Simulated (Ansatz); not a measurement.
The parent structure is PbTe in the rock salt structure (space group Fm-3m, No. 225; a = 6.442 Å). Axes: x, y, z lie along the cube axes.

Calculations: PBEsol in Ansatz (plane waves to 420 eV, PAW, without spin-orbit coupling).

Base values:

| Item | Result |
|---|---|
| Shortest interatomic distance | 3.221 Å |

One thing is altered: biaxial strain +3.47 %, plane normal [111], relaxed out of plane (Cartesian); in-plane vectors clamped, the third vector and the atoms free.

**Question.** How does this affect the ratio −ε⊥/ε∥?

**Answer.** The ratio −ε⊥/ε∥ amounts to 1.08.

**Question.** Estimate the effect on the shortest interatomic distance.

**Answer.** The shortest interatomic distance grows by 0.036 Å (3.221 Å → 3.257 Å).

Whether these cells are dynamically stable was not tested.

Ansatz is a quantum-chemistry and plane-wave program.
